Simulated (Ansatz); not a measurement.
Fluorite AuAl2, treated with PBEsol in Ansatz (plane waves, PAW).

Run with plane-wave cutoff 520 eV, 16×16×16 k mesh, Fermi–Dirac smearing 0.05 eV, scalar-relativistic PAW data made under PBE.

Energies at three volumes about the minimum:

```json
[
 {"V (Å³/atom)": "17.667", "E − E_lowest (meV/atom)": "2.69"},
 {"V (Å³/atom)": "18.027", "E − E_lowest (meV/atom)": "0.00"},
 {"V (Å³/atom)": "18.388", "E − E_lowest (meV/atom)": "2.49"}
]
```

### Question
Fit a parabola by hand: where is the minimum, what lattice constant follows, and what is the bulk modulus?

### Answer
Slopes: (0.00 − 2.69)/(18.027 − 17.667) = -7.472 and (2.49 − 0.00)/(18.388 − 18.027) = 6.898 meV/Å³. Curvature E″ = 2 × (6.898 − (-7.472))/(18.388 − 17.667) = 39.861 meV/Å⁶. From the middle of the first interval, the slope vanishes at V0 = 17.8470 − (-7.472)/39.861 = 18.034 Å³/atom. B = V0 E″ = 18.034 × 39.861 meV/Å³ × 0.1602 GPa per meV/Å³ = 115 GPa. With 12 atoms in the cube, a = (12 × 18.034)^(1/3) = 6.004 Å. The full Birch–Murnaghan fit to all volumes gives V0 = 18.027 Å³/atom and B0 = 115 GPa.

Ansatz is a program for electronic structure.
